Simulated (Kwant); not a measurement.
Device: stadium cavity between two wires in a GaN two-dimensional gas. Effective mass 0.22 mₑ, grid spacing 5 nm, hard walls, nominal width 60 nm (11 grid rows, so walls 60 nm apart), one parabolic valley, scattering region 440 nm long along x; energies count from the band bottom; Fermi energy 0.00526 eV. Cavity of radius 94 nm, straight part 94 nm, centre moved sideways by 38 nm. Perpendicular field swept from 0 to 0.94 T, none in the leads; orbital effect alone.

Constants are typed, rounded textbook-type inputs, not results; the design itself was drawn at random and stands for no fabricated device.

Kwant, effective-mass tight-binding model on a square grid, one spin, coherent transport at 0 K. Conductance is in e²/h.

Density of the scattering states that come in from the left lead, at field = 0.70764 T, in bins, relative to the largest site value (x marks bins outside the device):

```
|xxxxxxxxxxxxx000010342222640000xxxxxxxxxxxxx|
|xxxxxxxxxxx1200001022233242110210xxxxxxxxxxx|
|xxxxxxxxxx155000311125410242001100xxxxxxxxxx|
|xxxxxxxxxx231221332323331432222022xxxxxxxxxx|
|xxxxxxxxx13145242223311432176352252xxxxxxxxx|
|xxxxxxxx0202324353221001112343244230xxxxxxxx|
|xxxxxxxx1213038343220123102022245231xxxxxxxx|
|xxxxxxxx1133123211111011101121422121xxxxxxxx|
|xxxxxxxx3121163011012243211110234232xxxxxxxx|
|xxxxxxx141212640302111132111104323241xxxxxxx|
|xxxxxxx121314421101044220120228204295xxxxxxx|
|xxxxxxx014444222000011111141312346464xxxxxxx|
|11023021122753112000122011323217835110000001|
|34258184221367121000364203212123514221111123|
|32423232413124221424343623111283011111111111|
|63464335523224523748367743222243113323333332|
|33232233323242222426434221111234312322111222|
|52543435735334725223521222335484133222333211|
|21222213312112939343011124448422321111111100|
|xxxxxxxxxx017332524215601232311640xxxxxxxxxx|
|xxxxxxxxxxxx45221113334332213432xxxxxxxxxxxx|
|xxxxxxxxxxxxx011111563332211220xxxxxxxxxxxxx|
```
Scale: ten equal steps from 0.010 (start of '0') to 0.727 (end of '9'), in the order '0123456789'; x runs from -210 to 210, y from -50.8 (bottom) to 126 (top).

The conductance there is 2.23 e²/h with 3 open channel(s) in the leads.
